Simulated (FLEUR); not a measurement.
# Tetragonal strain at fixed volume: rock-salt HfC (space group 225) (FLEUR, LDA)

```
HfC
1.0
    0.00000     2.22949     2.40542
    2.22949     0.00000     2.40542
    2.22949     2.22949     0.00000
Hf C
1 1
Cartesian
  0.00000   0.00000   0.00000
  2.22949   2.22949   2.40542
```

Method of the run: LDA (Perdew-Zunger), all-electron FLAPW (FLEUR), scalar-relativistic valence run with FLEUR. Settings: Kmax = 4.9 1/bohr; GmaxXC = 19.6 1/bohr; xcFunctional = pz; jspins = 1; l_soc = F; mode = hist; fermiSmearingEnergy = 0.00183747 Htr; mesh (inpgen div1-3) = 24 24 24; inpgen gamma flag = true; Gmax = 19.6 1/bohr; numbands = 0; maxIterBroyd = 15; imix = Anderson; alpha = 0.05; precondParam = 0; minDistance = 1e-05 me/bohr^3. The cell above is the first row's. The rows deform the cubic crystal at fixed volume: two cube axes by 1 + δ, the third by (1 + δ)⁻². E is the free energy at the stated smearing above the cubic cell, and y = E/δ². In all rows fractional positions and the k mesh are held.

```csv
δ (%),y (meV/atom per %²)
-2.5,10.075
-2.0,10.126
-1.5,10.180
-1.0,10.248
1.0,10.557
2.5,?
```

The 5 complete rows are fitted with a straight line, y against δ. Means: δ -1.2000, y 10.2372. About the means, the sum of products is 1.0227 and the sum of squares of δ is 7.3000; the slope is their ratio. Least squares gives y = 10.4053 + 0.14010·δ. Residuals (row less fit): 0.0199, 0.0009, -0.0152, -0.0172, 0.0116; standard error 0.0188 (degrees of freedom: 3). To second order E = 3(C11 - C12)·V·δ², so the intercept gives, with V = 11.956 Å^3/atom and δ in per cent, C11 - C12 = 10.4053 × 10⁴ × 0.160218 / (3 × 11.956) = 465 GPa. The slope measures the third-order term; a fourth-order term enters the intercept as a small bias.

Task: What does the fit predict for y at δ = 2.5, and how far is the calculated value from it?

Result: y = 10.4053 + 0.14010 × 2.5 = 10.7556 meV/atom per %². The calculation gives 10.887 meV/atom per %², 0.1314 meV/atom per %² above the prediction (16.2 % of the range of y in the table). The row lies outside the fitted rows, so this is an extrapolation. From the scatter of the fitted rows alone, a prediction at this place has a standard error of 0.0329 meV/atom per %², so the miss is 4.0 times that.

Carrying the step between the two nearest rows on in a straight line would have given 10.789, off by 0.098; series whose last step already gives the withheld value aren't shown. The reference cell has the volume at which an earlier scan in this program and functional put its minimum by a fit (its basis settings may differ). The runs keep the symmetry of the cell, so they don't test it for distortions. Values depend on the basis (sphere radii, cutoffs, local orbitals), which need not be converged. Spin-orbit coupling is off. In metals such curves are sensitive to mesh and smearing. 2 of the planned runs didn't end soundly and are left out. Cutoffs and mesh are single choices, not tested for convergence of this quantity. Series with a scatter that would blur these digits, or in which a gap closes, are not shown. Strain series were run only where this level's volume lies within 10 % of a first guess from the measured size.

Terms beyond the fitted order, or numerical noise in single rows, can give a miss of this size; the table doesn't tell which.
